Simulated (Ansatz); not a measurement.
For Pt3GaC (model structure, started from the Ni3MgC type, Pm-3m, No. 221, 5 atoms in the cell), LDA (PAW; Ansatz, a program for electronic structure) gives:

* **lattice constant a**: 4.117 Å
* **bulk modulus B0**: 232 GPa

Task: What does PBE (PAW; Ansatz) give for the same quantities?

Result: 
- lattice constant a: 4.196 Å (rises by 1.9 %)
- bulk modulus: 192 GPa (drops by 17 %)

Changes are worked out from the printed values.

Unless a cell is named, each level is at its own relaxed cell (LDA 13.95, PBE 14.77 Å³/atom).

Levels without +SOC leave out spin–orbit coupling, which shifts energies and cells of such heavy elements.

Caveats: the bulk modulus is −V dP/dV from two relaxed cells at ±2 % in volume (LDA, PBE). Ansatz's density-functional and Hartree–Fock values are scalar-relativistic unless marked +SOC, with PAW data made under PBE.

A model structure was made by putting elements into a prototype or built by hand; it is no filed structure, need not be a known phase, and can be a saddle point held by its symmetry.
